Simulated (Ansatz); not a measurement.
## Hypothetical zinc blende BiP, pressure series

The parent structure is BiP in the zinc blende structure (space group F-43m, No. 216; a = 6.4657 Å; a hypothetical phase, not in the database extracts checked).

Cell and atoms are relaxed at each pressure.

All numbers come from DFT with r2SCAN, PAW potentials and a 500 eV plane-wave cutoff in Ansatz (a quantum-chemistry and plane-wave program), scalar-relativistic without spin-orbit coupling.

```json
[
 {"pressure (GPa)": "-2", "volume per atom (Å³/atom)": "35.473"},
 {"pressure (GPa)": "-1", "volume per atom (Å³/atom)": "?"},
 {"pressure (GPa)": "0", "volume per atom (Å³/atom)": "33.788"},
 {"pressure (GPa)": "0.9", "volume per atom (Å³/atom)": "33.162"},
 {"pressure (GPa)": "4.5", "volume per atom (Å³/atom)": "31.069"},
 {"pressure (GPa)": "9", "volume per atom (Å³/atom)": "29.154"},
 {"pressure (GPa)": "15", "volume per atom (Å³/atom)": "27.241"},
 {"pressure (GPa)": "22.5", "volume per atom (Å³/atom)": "25.447"},
 {"pressure (GPa)": "30", "volume per atom (Å³/atom)": "24.059"}
]
```

Question: Fit the third-order Birch–Murnaghan form P(V) = (3B₀/2)[(V₀/V)^(7/3) − (V₀/V)^(5/3)]·[1 + (3/4)(B₀′ − 4)((V₀/V)^(2/3) − 1)] (squares taken in P) to the rows shown and predict the withheld row.

Answer: Least squares on the printed values gives V₀ = 33.795 Å³/atom, B₀ = 45.8 GPa, B₀′ = 3.9; this predicts 34.575 Å³/atom, and the run gives 34.587 Å³/atom, 0.012 higher.

Load acts through the strain it causes; cell and atoms are relaxed under it. Whether these cells are dynamically stable was not tested. No other phases were tried under pressure. All final runs are without spin polarisation.
